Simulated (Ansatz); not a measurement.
Start from PbZrO3 in the cubic perovskite structure (space group Pm-3m, No. 221; a = 4.141 Å; a cell from a computed database, its experimental status unchecked).

Levels (all Ansatz, a quantum-chemistry and plane-wave program, PAW): PBEsol (420 eV, no spin-orbit coupling); HSE06 (420 eV, no spin-orbit coupling).

The geometry is relaxed with PBEsol.

* **PBEsol band gap**: 2.34 eV

With HSE06 at the same geometry, the band gap goes up by 1.148 eV, from 2.34 eV to 3.48 eV.

Single points use the geometry relaxed with PBEsol. The hybrid gap comes from the SCF mesh plus the semilocal run's edge points and a few special points and is an upper bound. With Pb present, leaving out spin-orbit coupling can change the band edges. Whether these cells are dynamically stable was not tested. Many cubic perovskites are stable only at high temperature; tilts and polar distortions were not tested.
